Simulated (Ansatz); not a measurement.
Here is the system:

```
WC
1.0
    2.86531     0.00000     0.00000
    1.43265     2.48143     0.00000
    0.00000     0.00000     2.85277
W C
1 1
Direct
  0.00000   0.00000   0.00000
  0.66667   0.66667   0.50000
```

No spin polarisation.

Computed with r2SCAN, PAW, 500 eV (Ansatz, a program for electronic structure; no spin-orbit coupling), earlier PAW set. k-mesh 23×23×20 (Γ-centred); smearing 0.1 eV (Fermi–Dirac).

### Question
Predict the band gap and in-plane stress.

### Answer
The band gap is zero and the mean in-plane stress (compression positive) comes out as +16.1 GPa.

The cells carry an imposed strain or load. No phonon test of stability was made. The final runs are not spin-polarised. The cell was made from WC (space group P-6m2, No. 187) by this change: biaxial strain −1.64 %, plane normal [001], relaxed out of plane.
